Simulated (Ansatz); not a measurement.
The reference is NiSi2 (space group Fm-3m, No. 225; a = 5.387 Å; non-magnetic).

Structures relaxed with r2SCAN, PAW, 500 eV (Ansatz, an electronic-structure program; spin-orbit coupling left out).

Base:

Simulated powder pattern, Cu Kα1, λ = 1.54056 Å (kinematic, ideal powder, no thermal factors, no anomalous dispersion; the 14 strongest lines at most, above 2 %, up to 2θ = 90°):

```
2θ (°)  I/Imax (%)    hkl
------  ----------  -----
28.68           81  (111)
47.71          100  (220)
56.62           33  (311)
69.77           15  (400)
77.11           12  (331)
88.93           32  (422)
```

After one change:

Simulated powder pattern, Cu Kα1, λ = 1.54056 Å (kinematic, ideal powder, no thermal factors, no anomalous dispersion; the 14 strongest lines at most, above 2 %, up to 2θ = 90°):

| 2θ (°) | I/Imax (%) |
|---|---|
| 28.85 | 82 |
| 48.01 | 100 |
| 56.99 | 33 |
| 70.25 | 15 |
| 77.66 | 12 |
| 89.60 | 32 |

Problem. Which change produced these results?
A) pressure 3 GPa
B) pressure −2 GPa
C) pressure 7 GPa
D) pressure 30 GPa

Solution. A, pressure 3 GPa. Its volume per atom is 12.80 Å³ against 13.03 Å³, and its space group is Fm-3m (No. 225).

Load acts through the strain it causes; cell and atoms are relaxed under it. Whether these cells are dynamically stable was not tested. Competing high-pressure phases were not computed. Starting moments died away, wholly or in part, for the base; another magnetic solution may exist. The final runs are not spin-polarised.
